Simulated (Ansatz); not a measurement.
Consider CdSe in the wurtzite structure (space group P6_3mc, No. 186; a = 4.248 Å, c = 6.941 Å). Axes: x lies along a and z along c of the hexagonal cell.

The values are results of LDA, PAW, 420 eV (Ansatz, a first-principles code; without spin-orbit coupling), not measurements.

For the base:

```
Quantity                              Value
---------------------  --------------------
Pressure                           0.0 kbar
Band gap                            0.46 eV
Valence-band top at Γ  0.00, 0.00, -0.07 eV
Electron mass               0.047 mₑ (at Γ)
```

Now apply this change: biaxial strain +3.00 %, plane normal [001], relaxed out of plane (Cartesian); in-plane vectors clamped, the third vector and the atoms free.

How does this affect the pressure, band gap, valence-band top at Γ and electron mass?

The pressure (mean of the normal stresses, compression positive) goes from zero to -17.0 kbar; the band gap decreases by 0.11 eV to 0.35 eV; the valence-band top at Γ (three highest levels, from the VBM) changes from 0.00, 0.00, -0.07 eV to 0.00, -0.12, -0.12 eV; the electron mass changes from 0.047 mₑ (at Γ) to 0.036 mₑ out of plane, 0.046 mₑ in plane (at Γ).

Masses are band curvatures over ±0.01 Å⁻¹ around the edge. Whether these cells are dynamically stable was not tested.
